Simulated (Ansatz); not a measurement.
**Linear expansion coefficient of some elemental and intermetallic metals: functionals against measurement**

Computed: quasi-harmonic values at 300 K, zero-point motion included; Ansatz (a first-principles code), plane waves, PAW, no spin-orbit coupling. Unit: 10⁻⁶/K.

```tsv
crystal	PBEsol	PBE	r2SCAN	measured
Ta in the bcc (W type) structure	7.69	7.28	5.65	6.30
Ag in the fcc (Cu type) structure	19.05	24.98	22.71	18.90
Pd (fcc (Cu type), Fm-3m)	11.53	13.92	13.30	11.80
hcp (Mg type) Os	4.93	5.37	5.06	5.10
Ru (hcp (Mg type), P6_3/mmc)	6.06	6.78	6.37	6.40
```

**Question.** What are the mean and median signed errors and the mean absolute error of each functional over these crystals, which is its worst case, and is the sign systematic?

**Answer.** PBEsol: mean +2 %, median -2 %, mean absolute 7 %, worst Ta (+22 %), too high in 2 of 5. PBE: mean +15 %, median +16 %, mean absolute 15 %, worst Ag (+32 %), too high in 5 of 5. r2SCAN: mean +4 %, median 0 %, mean absolute 9 %, worst Ag (+20 %), too high in 2 of 5. The smallest mean absolute error in this sample is PBEsol's. These misses hold whatever the vibrational approximation and the meshes add; that part was not separated from the functional's. The r2SCAN phonons come from finite displacements on a mesh that can be coarser than the others'. The runs of Ru (PBE), Ta (PBE), Ta (PBEsol) noted for some cells that some bands missed the eigensolver's tolerance; how far this moves their values was not measured.

How the rows were picked: 5 drawn at random from 8 crystals of this class, out of a list of well-known materials fixed without regard to these values, that have a measured value near 300 K, finished at all these levels with no failed check and kept their space group (20 more lack a level or, for metals, share no mesh). Not counted are runs whose study broke down (unstable modes, extrapolation, over 7 % swelling), metals on 2×2×2 phonon meshes and crystals kept out of this collection; none was dropped for the size of its miss. The first recommended value of the table was taken, not the nearest; crystal-database cells and sources from 2025 on were not used.

Measured values: Kaye and Laby Online (NPL), 2.3.5 Thermal expansion; Wikipedia, Thermal expansivities of the elements.

The PAW data sets were generated under PBE and serve the other functionals too.
